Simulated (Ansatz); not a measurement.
The reference is CdSe in the wurtzite structure (space group P6_3mc, No. 186; a = 4.248 Å, c = 6.941 Å).

Structures relaxed with LDA/PAW in Ansatz (a program for electronic structure), without spin-orbit coupling.

Base:

Simulated powder pattern, Cu Kα1, λ = 1.54056 Å (kinematic, ideal powder, no thermal factors, no anomalous dispersion; the 8 strongest lines at most, above 2 %, up to 2θ = 90°):

| 2θ (°) | I/Imax (%) | hkl |
|---|---|---|
| 24.17 | 100 | (100) |
| 25.65 | 60 | (002) |
| 27.42 | 76 | (101) |
| 35.53 | 38 | (102) |
| 42.53 | 87 | (110) |
| 46.32 | 87 | (103) |
| 50.33 | 54 | (112) |
| 80.54 | 33 | (213) |

Perturbation: an isotropic linear strain of +3.00 %; the atoms relax in the strained cell.

After the change:

Simulated powder pattern, Cu Kα1, λ = 1.54056 Å (kinematic, ideal powder, no thermal factors, no anomalous dispersion; the 8 strongest lines at most, above 2 %, up to 2θ = 90°):

```json
[
 {"2θ (°)": "23.46", "I/Imax (%)": "100", "hkl": "(100)"},
 {"2θ (°)": "24.89", "I/Imax (%)": "60", "hkl": "(002)"},
 {"2θ (°)": "26.60", "I/Imax (%)": "75", "hkl": "(101)"},
 {"2θ (°)": "34.47", "I/Imax (%)": "38", "hkl": "(102)"},
 {"2θ (°)": "41.24", "I/Imax (%)": "88", "hkl": "(110)"},
 {"2θ (°)": "44.90", "I/Imax (%)": "88", "hkl": "(103)"},
 {"2θ (°)": "48.77", "I/Imax (%)": "56", "hkl": "(112)"},
 {"2θ (°)": "77.74", "I/Imax (%)": "34", "hkl": "(213)"}
]
```

The indices refer to the base's conventional cell; one index is shown for lines that coincide.

No phonon test of stability was made.
